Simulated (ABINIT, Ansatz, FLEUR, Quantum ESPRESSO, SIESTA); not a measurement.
## CuI (F-43m, 2 atoms in the cell) computed with different codes at matched settings

Self-consistent single point.

```yaml
crystal:
  lattice:
    - [0.00000, 3.02500, 3.02500]
    - [3.02500, 0.00000, 3.02500]
    - [3.02500, 3.02500, 0.00000]
  atoms:
    - { symbol: Cu, position: [0.00000, 0.00000, 0.00000] }
    - { symbol: I, position: [0.25000, 0.25000, 0.25000] }
```

Shared settings, as Ansatz (a program for electronic structure) writes them: kpoints.mp_grid.grid = 5 5 5; magnetization.spin_orbit = true; scf.occupations.method = fermi_dirac; scf.occupations.width = 0.01 eV. Potentials and cutoffs stand in the table.

| code | model | pressure (GPa) | gap on the mesh (eV) | cutoff |
|---|---|---|---|---|
| FLEUR | PBE, all-electron FLAPW (FLEUR), scalar-relativistic valence with spin-orbit coupling in second variation | – | 0.994 | Kmax 4.3 1/bohr |
| SIESTA | GGA PBE with spin-orbit coupling, numerical atomic orbitals DZP, PseudoDojo PBE fully relativistic norm-conserving potentials (rewritten from UPF to PSML) | – | 1.451 | grid 300 Ry |
| Ansatz | PBE with spin-orbit coupling, default PAW files | 0.67 | 0.981 | 420 eV |
| Quantum ESPRESSO | PBE, spin-orbit coupling, PseudoDojo fully relativistic norm-conserving (PBE) pseudopotentials | 0.58 | 0.958 | 95 Ry |
| ABINIT | PBE, spin-orbit coupling, PAW (JTH v2.0 PBE PAW) | 1.06 | 0.971 | 30 Ha |

A dash marks a value that a program does not give, or that is left out as unsure.

Gaps are read on the mesh.

The spread over the programs that give each value: pressure within 0.48 GPa; gap on the mesh within 0.493 eV.

SIESTA uses small atom-centred bases, whose incompleteness enters pressures, forces and empty levels differently from a plane-wave cutoff. FLEUR treats all electrons, but the usual bases taken here (sphere radii, linearisation, local orbitals, empty states) were not tested for convergence, so the values are no reference for the others. Ansatz's pressure is given at a fixed set of plane waves, as the other plane-wave codes print theirs; with its correction for the finite basis it is 0.71 GPa. In the gap, SIESTA (by 0.480) lies more than 0.12 eV from the median of the plane-wave programs.

The starting cell has typed, rounded lattice constants, without a prior relaxation at this level.

Left out of this page: Elk (with a known weakness of the program).

Keys are those of Ansatz 0.2.
